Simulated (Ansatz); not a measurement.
The reference is Mo in the bcc (W type) structure (space group Im-3m, No. 229; relaxed with 0.1 eV smearing).

```
Mo
1.0
   -1.55576     1.55576     1.55576
    1.55576    -1.55576     1.55576
    1.55576     1.55576    -1.55576
Mo
1
Direct
  0.00000   0.00000   0.00000
```

Cartesian axes are those of the cell as printed.

Calculations: LDA in Ansatz (plane waves to 420 eV, PAW, spin-orbit coupling left out).

One thing is altered: biaxial strain −1.25 %, plane normal [111], relaxed out of plane (Cartesian); in-plane vectors clamped, the third vector and the atoms free.

**Question.** Estimate the effect on the energy relative to the base and in-plane stress.

**Answer.** The energy increases by 6.5 meV/atom; the mean in-plane stress (compression positive) amounts to +5.6 GPa.

Stability against distortions was not tested. All final runs are without spin polarisation.

Ansatz is a quantum-chemistry and plane-wave program.
